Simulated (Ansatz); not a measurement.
# monoclinic HfO2: the defect O vacancy (broken-bond start)

Method: PBE, PAW (plane waves to 420 eV; Ansatz, a first-principles code). The supercell holds 96 host sites (2×2×2 repeats of the unit cell), with a 2×2×2 shifted k-point sampling for the final energies. Sites at the start: the O(1,3-fold) site; a neighbour pushed 0.95 Å away from the vacancy. Finite-size correction: monopole term and site-potential alignment. Dielectric constants: PBE linear response of the host. Host gap at this level: 4.04 eV. These values are not converged in cell size to better than tenths of an eV. The semilocal functional narrows the gap, so deep levels can fall outside it. Spin–orbit coupling is left out, which matters for these heavy elements. Each state is the lowest found from its start.

Formation energies E_f are given with the Fermi level at the valence-band maximum. Chemical conditions: Hf-rich (Δμ(O) = -5.19 eV; only phases computed here count, gases as isolated molecules at 0 K); O-rich (Δμ(O) = 0.00 eV; only phases computed here count, gases as isolated molecules at 0 K). Reference phases: O: O2 molecule in a box.

```
charge         moment (μB)  point group  largest move off a lattice site (Å)  image correction with alignment (eV)  E_f, Hf-rich (eV)  E_f, O-rich (eV)
------  ------------------  -----------  -----------------------------------  ------------------------------------  -----------------  ----------------
+2      not spin-polarised           C1                                 0.40                                  0.21              -4.47              0.72
+1                     1.0           C1                                 0.18                                  0.01              -1.86              3.33
0       not spin-polarised           C1                                 0.10                                  0.00               1.13              6.32
```

Point groups are those of the whole cell at tolerances of 0.03 and 0.1 Å ("near" where only the looser one holds); none is given for unsettled states.

Not the lowest form: the same atoms on another site or from another start ended lower, by 0.14 eV at charge 0. The levels below are those of this configuration alone.

Transition levels above the valence-band maximum: ε(+2/+1) = 2.61 eV; ε(+1/0) = 2.99 eV.

Flagged in the runs: a host whose relaxation on this sampling wasn't shown to rest.
